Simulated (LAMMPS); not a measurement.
LAMMPS 22 Jul 2025, classical MD, AIREBO (CH.airebo): C, 4096 atoms.

- task: MD, nve
- potential: AIREBO, CH.airebo
- copies of the repeat unit: 8×8×8
- shape (slab and sphere leave vacuum in the box): slab
- temperature: 800 K
- steps: 800
- timestep: 0.5 fs
- neighbor skin: 2 Å
- neigh_modify: every 1 delay 0 check yes
- thermo: 100
- newton: on (default)
- atom_modify sort (bins of 2 Å where set): 1000 (default)
- comm_style: brick (default)
- box: 28.5 × 28.5 × 85.6 Å, the slab in its lowest third along z, the rest vacuum
- start: generated diamond lattice, warmed in an untimed run
- compared values: energy and forces of the first step, drift over the run

It runs on a single node (Arm Neoverse V2, 96 cores on 1 socket, no SMT, 1 L3 cache group).

Wall times, medians of two to five repeats, each run alone on the node (launch to exit). Processes are pinned to neighbouring cores unless said otherwise. Build: PyPI wheel: MPICH, OPENMP and OPT packages. Other compilers and libraries give other times. Scratch files lie in a memory file system. A preparatory run goes ahead and isn't timed.

All on 64 ranks. The candidates, on 64 cores each, agree within 1.0 meV/atom in energy, 10 meV/Å in forces on 48 atoms, 0.20 meV an atom in drift of the total energy:
A. processors = 64 1 1, balance = none (default)
B. processors = * * * (default), balance = balance 1.05 shift xyz 20 1.02
C. processors = * * * (default), balance = none (default)
D. processors = 1 1 64, balance = none (default)
E. processors = 4 4 4, balance = none (default)
F. processors = * * 1, balance = none (default)

Which would you take for the shortest time to solution?

F and B, at 2.3 s to 2.4 s, level within 8 % or the scatter of repeats. At the other end D takes 2.7× as long.

| candidate | wall time | repeats | neighbour list builds |
|---|---|---|---|
| F | 2.3 s | 3 runs within 2 % | 0 |
| B | 2.4 s | 3 runs within 1 % | 0 |
| A | 2.9 s | 3 runs within 1 % | 0 |
| E | 4.7 s | 3 runs within 1 % | 0 |
| C | 5.1 s | 3 runs within 1 % | 0 |
| D | 6.3 s | 3 runs within 1 % | 0 |

From the slowest to the fastest: The largest move is in other (Other): 3.1 s to 0.0094 s. The slowest rank's pair time is 3.61 times the mean in the first run and 1.13 times in the second; the others wait. What the program resolved moves too: grid of ranks from 1 by 1 by 64 to 8 by 8 by 1.
